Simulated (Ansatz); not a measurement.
We consider ScBeNO (model structure, started from the AlSiCN type, P3m1, No. 156, 4 atoms in the cell), described by PBEsol (PAW; Ansatz, a first-principles code).

Settings: plane-wave cutoff 520 eV, 12×12×6 k mesh (along the axes of the cell as run), Fermi–Dirac smearing 0.01 eV, scalar-relativistic PAW data made under PBE.

Cell (relaxed at this level):

```cif
data_BeNOSc
_chemical_formula_sum 'Sc1 Be1 O1 N1'
_space_group_name_H-M_alt 'P3m1'
_space_group_IT_number 156
_space_group_name_Hall 'P 3 -2"'
_cell_length_a 3.26430
_cell_length_b 3.26430
_cell_length_c 4.79569
_cell_angle_alpha 90.000
_cell_angle_beta 90.000
_cell_angle_gamma 120.000
loop_
_atom_site_label
_atom_site_type_symbol
_atom_site_symmetry_multiplicity
_atom_site_Wyckoff_symbol
_atom_site_fract_x
_atom_site_fract_y
_atom_site_fract_z
_atom_site_occupancy
Sc1 Sc 1 b 0.33333 0.66667 0.52056 1
Be1 Be 1 c 0.66667 0.33333 0.98745 1
O1 O 1 b 0.33333 0.66667 0.09129 1
N1 N 1 c 0.66667 0.33333 0.65069 1
```

What does this level give for the band gap, Γ–Γ gap and bulk modulus B0?


- band gap = 3.01 eV (on the SCF k mesh)
- Γ–Γ gap = 4.03 eV
- bulk modulus B0 = 143 GPa

Note: the bulk modulus is −V dP/dV from two relaxed cells at ±2 % in volume; the relaxation could raise the start's symmetry but not lower it, so the cell can be a saddle point.

The result took roughly 60 core-seconds.

A model structure was made by putting elements into a prototype or built by hand; it is no filed structure, need not be a known phase, and can be a saddle point held by its symmetry.
